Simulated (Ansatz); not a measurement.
A computed series for Zr3N4: pressure series

Start from Zr3N4 (space group I-43d, No. 220; a = 6.703 Å).

Cell and atoms are relaxed at each pressure.

The values are results of PBEsol (Ansatz, a quantum-chemistry and plane-wave program; PAW; 420 eV plane waves; scalar-relativistic without spin-orbit coupling), not measurements.

Notes on the quantities. enthalpy: H = E + PV relative to the base's energy.

| variant | lattice parameter a | band gap | enthalpy |
|---|---|---|---|
| base | 6.703 Å | 0.75 eV | – |
| pressure −2 GPa | 6.721 Å | 0.72 eV | -0.13 eV/atom |
| pressure −1 GPa | 6.712 Å | ___ | -0.07 eV/atom |
| pressure 0.3 GPa | 6.700 Å | 0.76 eV | +0.02 eV/atom |
| pressure 1.5 GPa | 6.689 Å | 0.78 eV | +0.10 eV/atom |
| pressure 3 GPa | 6.676 Å | 0.79 eV | +0.20 eV/atom |
| pressure 5 GPa | 6.660 Å | ___ | +0.33 eV/atom |
| pressure 10 GPa | 6.622 Å | 0.85 eV | +0.66 eV/atom |

Problem. Fill in the withheld entries from the trend.

Solution. 
- pressure −1 GPa, band gap: 0.74 eV
- pressure 5 GPa, band gap: 0.81 eV

Load acts through the strain it causes; cell and atoms are relaxed under it. Stability against distortions was not tested. No other phases were tried under pressure.
